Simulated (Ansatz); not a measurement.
## ZrC: energy against volume

ZrC (rock salt, Fm-3m, 12.722 Å³/atom and stress up to 0.01 GPa in the relaxed cell, cube axes along x, y and z) under hydrostatic pressure, with the cell free. PBEsol in Ansatz, a plane-wave DFT program (PAW, default set), 420 eV, 17×17×17 Γ-centred mesh, Fermi-Dirac smearing 0.05 eV; ions are relaxed, or left where forces stay under 0.02 eV/Å, within the symmetry of each cell.

Here V stands for volume and E for E less E0.

```
volume (Å³/atom)  E less E0 (meV/atom)  pressure (GPa)
----------------  --------------------  --------------
12.8323                           0.70           -2.00
12.7766                           0.17           -1.00
12.7219                           0.00            0.01
12.6748                           0.12            0.89
12.6123                           0.71            2.08
12.4915                           3.17            4.48
12.2785                          12.06            9.00
12.0209                          31.25           15.00
11.4734                              ?               ?
```

Using the third-order Birch-Murnaghan form, a cubic in V^(-2/3), estimate the missing E at V = 11.4734 from the other rows, showing the fit.

With u = V^(-2/3) - 0.1852, the rows have u = -0.0027557, -0.0022258, -0.0017017, -0.0012474, -0.0006402, 0.0005478, 0.0026898, 0.0053645. Least squares gives E = 1.810 + 2128.2·u + 625746·u² + 95208·u³. Residuals (row less fit): 0.005, -0.002, 0.000, -0.009, 0.006, 0.006, -0.004, 0.001; standard error 0.007 (degrees of freedom: 4). Its minimum lies at u = -0.0017012, so V0 = (0.1834988)^(-3/2) = 12.72. There d²E/du² = 1251000 and d³E/du³ = 571200, so B0 = (4/9) × 12.72^(-7/3) × 1251000 × 0.160218 = 236 GPa (the last factor turns the table's units into GPa), and B0' = 4 + (2/3) × 0.1834988 × (571200)/1251000 = 4.1. B0' rests on the cubic coefficient alone and has a standard error of 0.1 from these residuals. At the withheld row, u = 0.0113797, so E = 1.810 + 2128.2 × 0.0113797 + 625746 × 0.0113797² + 95208 × 0.0113797³ = 107.201 meV/atom. The calculation gives 107.11 meV/atom, 0.091 meV/atom below the prediction (0.1 % of the range of E in the table). The row lies outside the fitted rows, so this is an extrapolation. From the scatter of the fitted rows alone, a prediction at this place has a standard error of 0.186 meV/atom, so the miss is 0.5 times that.

In a metal these values are sensitive to mesh and smearing; energies are taken to zero smearing, stresses follow the free energy. The runs aren't spin-polarised. Other structures, which can take over under pressure, weren't tried. The same form fitted to the pressure column gives B0' = 4.0; series where the two differ by over 0.4 aren't shown. Rows are the converged runs of the series near zero and its far end, less any whose ions stayed unrelaxed beside relaxed ones; series whose fitted rows scatter by over a few per cent of the range, as at a crossing or softening among them, aren't shown in this form.
